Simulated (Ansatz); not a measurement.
# What isotropic strain −1.16 % does to Cd

Take Cd (space group R-3m, No. 166; a = 3.190 Å, c = 7.161 Å (hexagonal axes); a cell from a computed database, its experimental status unchecked; relaxed with 0.1 eV smearing) as the base.

One thing is altered: an isotropic linear strain of −1.16 %; the atoms relax in the strained cell.

Method: PBEsol (Ansatz, a first-principles code), without spin-orbit coupling. Settings: 25×25×25 k-points, 0.1 eV Fermi–Dirac smearing.

The space group stays R-3m (No. 166) and the shortest interatomic distance falls by 0.035 Å to 2.980 Å. The energy increases by 4.9 meV/atom and the pressure (mean of the normal stresses, compression positive) goes from zero to 2.3 GPa. The band gap is still zero.

Final structure:

```yaml
crystal:
  lattice:
    - [1.57674, 0.91033, 2.35931]
    - [-1.57674, 0.91033, 2.35931]
    - [0.00000, -1.82066, 2.35931]
  atoms:
    - { symbol: Cd, position: [0.00000, 0.00000, 0.00000] }
```

Cost of the whole job for the changed cell (relaxation, final SCF and bands): about 40 core-seconds (a rough figure).

No phonon test of stability was made. This is not the structure that Cd has at room temperature and ambient pressure.
